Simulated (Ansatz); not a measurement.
Start from Mo in the bcc (W type) structure (space group Im-3m, No. 229; a = 3.1301 Å; relaxed with 0.1 eV smearing). Axes: x, y, z lie along the cube axes.

Level of theory: Ansatz (a program for electronic structure), PBEsol, PAW, cutoff 420 eV, no SOC, earlier PAW set.

Before the change:

| Property | Result |
|---|---|
| Pressure | 0.0 GPa |
| Volume per atom | 15.33 Å³ |

The change: biaxial strain +1.04 %, plane normal [001], relaxed out of plane (Cartesian); in-plane vectors clamped, the third vector and the atoms free.

Question: How does this affect the pressure?

Answer: The pressure (mean of the normal stresses, compression positive) goes from zero to -3.6 GPa.

Question: How does this affect the energy relative to the base?

Answer: The energy rises by 5.5 meV/atom.

Question: Estimate the effect on the volume per atom.

Answer: The volume per atom goes up by 0.21 Å³ (15.33 Å³ → 15.54 Å³).

No phonon test of stability was made. All final runs are without spin polarisation.
